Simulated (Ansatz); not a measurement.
Worked example: self-consistent single point of MgCd₃ (Imm2, 4 atoms in the cell) in Ansatz (a quantum-chemistry and plane-wave program).

Method: PBEsol, PAW files made with PBE (plane waves; Ansatz).

The change in words: lattice scaled by 0.98. Reference geometry:
```xyz
4
Lattice="-1.5934 5.0869 2.6590 1.5934 -5.0869 2.6590 1.5934 5.0869 -2.6590" Properties=species:S:1:pos:R:3 pbc="T T T"
Mg     0.0000     0.0000     3.5399
Cd     1.5934     0.0000     0.8974
Cd     1.5934     2.5296     2.6562
Cd     1.5934    -2.5296     2.6562
```

Reference input (self-consistent single point, DFT, PBEsol, plane waves, PAW files made with PBE): basis.ecutwfc = 420 eV; kpoints.mp_grid.grid = 7 7 7; hamiltonian.xc = pbesol; hamiltonian.pseudopotentials = {kind: paw} (the program's default PAW files); scf.occupations.method = fermi_dirac; scf.occupations.width = 0.05 eV. This run's input differs from it in these lines:

```diff
@@ -3,5 +3,5 @@
   lattice:
-    - [-1.593384, 5.086906, 2.659031]
-    - [1.593384, -5.086906, 2.659031]
-    - [1.593384, 5.086906, -2.659031]
+    - [-1.561516, 4.985168, 2.605850]
+    - [1.561516, -4.985168, 2.605850]
+    - [1.561516, 4.985168, -2.605850]
   atoms:
```

Log, with long lists cut:

```
SCF iter   1: F=—  HF=-26465.419360 eV  |F-HF|=—  |Δ(HF+E_count)|=         —  Δρ=4.47e-2  dr2=2.53e0  ethr=3.10e-3  ⟨swp⟩=6.7  Hψ=9779  notcnv=0  defer=1
all-band conjugate gradients solve this SCF's bands
preconditioner: auto → Kerker (q_TF=auto, 2.662 Å⁻¹)
SCF iter   2: F=—  HF=-26464.873300 eV  |F-HF|=—  |Δ(HF+E_count)|=   5.46e-1  Δρ=2.02e-2  dr2=6.83e-1  ethr=3.10e-3  ⟨swp⟩=3.0  Hψ=4700  notcnv=0  defer=92
   [... lines left out ...]
SCF iter   6: F=—  HF=-26464.652920 eV  |F-HF|=—  |Δ(HF+E_count)|=   1.57e-4  Δρ=2.60e-4  dr2=9.80e-5  ethr=9.44e-7  ⟨swp⟩=2.0  Hψ=4627  notcnv=0  defer=95
SCF iter   7: F=—  HF=-26464.652907 eV  |F-HF|=—  |Δ(HF+E_count)|=   1.29e-5  Δρ=6.83e-5  dr2=4.06e-6  ethr=1.40e-7  ⟨swp⟩=2.0  Hψ=4666  notcnv=0  defer=95
SCF iter   8: F=—  HF=-26464.652907 eV  |F-HF|=—  |Δ(HF+E_count)|=   1.90e-7  Δρ=1.49e-5  dr2=1.94e-7  ethr=5.80e-9  ⟨swp⟩=3.0  Hψ=4703  notcnv=0  defer=95
SCF iter   9: F=-26464.652907 eV  HF=-26464.652907 eV  |F-HF|=7.58e-9  |Δ(HF+E_count)|=   6.91e-9  Δρ=4.33e-6  dr2=1.49e-8  ethr=1.43e-10  ⟨swp⟩=9.4  Hψ=11287  notcnv=0
SCF 1 converged in 9 iterations: F = -26464.652907 eV  dr2 = 1.49e-8
Free energy (F): -26464.652907 eV
Internal energy: -26464.645123 eV  (E = F + TS)
E sigma→0 (E₀):  -26464.649015 eV
Entropy (-TS):   -0.007784 eV (-1.946 meV/atom)
Fermi energy:    13.528673 eV
--- Forces (eV/Å), atoms counted from 1 ---
  atom   1  Mg     0.00000000     0.00000000    -0.00979412
  atom   2  Cd     0.00000000     0.00000000     0.00264086
  atom   3  Cd     0.00000000     0.02277213     0.00356738
  atom   4  Cd     0.00000000    -0.02277213     0.00356738
--- Stress (GPa, compression-positive) ---
       -0.878394       0.000000       0.000000
        0.000000       2.255877       0.000000
        0.000000       0.000000       2.179479
  P = ⅓ Tr σ = 1.1857 GPa (11.857 kbar)
  The stress holds the Pulay correction. Without it, at fixed plane waves, as pw.x and ABINIT print it: P = 1.1668 GPa
```

The run converged in 9 iterations. Against the reference run the free energy falls by 3.9 meV/atom, the pressure goes from -1.97 to 1.19 GPa and the largest force goes from 0.015 to 0.023 eV/Å.

The starting cell comes from a database of computed structures (which also holds hypothetical and non-ambient phases and stackings), without a prior relaxation at this level. Its lattice was rescaled by a random factor within 2.5 % of one. For this run, on top of that: lattice scaled by 0.98. Ansatz's pressure includes its estimate of the finite-basis (Pulay) stress.

Keys are those of Ansatz 0.2.
